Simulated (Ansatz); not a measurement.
Consider WC (space group P-6m2, No. 187; a = 2.913 Å, c = 2.835 Å; relaxed with 0.1 eV smearing).

Level of theory: Kohn–Sham DFT with the r2SCAN functional, run in Ansatz (a program for electronic structure) with PAW and 500 eV plane waves, no spin-orbit coupling.

Strains are applied to the cell and any free atomic positions relax.

One change was made to it. Results:

| quantity | base | after |
|---|---|---|
| energy relative to the base (free energy F) | 0 meV/atom | +9.6 meV/atom |
| pressure (mean of the normal stresses, compression positive) | 0.0 GPa | 11.5 GPa |

### Question
Name the change that was made.
A) isotropic strain −3.88 %
B) isotropic strain −3.67 %
C) isotropic strain −0.89 %
D) isotropic strain +1.75 %

### Answer
C, isotropic strain −0.89 %. For comparison, the energy relative to the base in the other runs: isotropic strain −3.67 % gives +180 meV/atom; isotropic strain +1.75 % gives +34 meV/atom; isotropic strain −3.88 % gives +0.202 eV/atom.

No phonon test of stability was made. The final runs are not spin-polarised.
